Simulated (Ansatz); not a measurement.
The reference is Cu in the fcc (Cu type) structure (space group Fm-3m, No. 225; a = 3.629 Å; relaxed with 0.1 eV smearing).

Computed with PBE (Ansatz, a first-principles code; PAW; 420 eV plane waves; scalar-relativistic without spin-orbit coupling), earlier PAW set.

Base values:

| Property | Result |
|---|---|
| Pressure | 0.0 GPa |

Modification: every lattice vector is stretched by 1.16 %; the atoms relax in the strained cell.

### Question
How does this affect the energy relative to the base and pressure?

### Answer
The energy increases by 6.1 meV/atom; the pressure goes from zero to -4.5 GPa.

No phonon test of stability was made. The final runs are not spin-polarised.
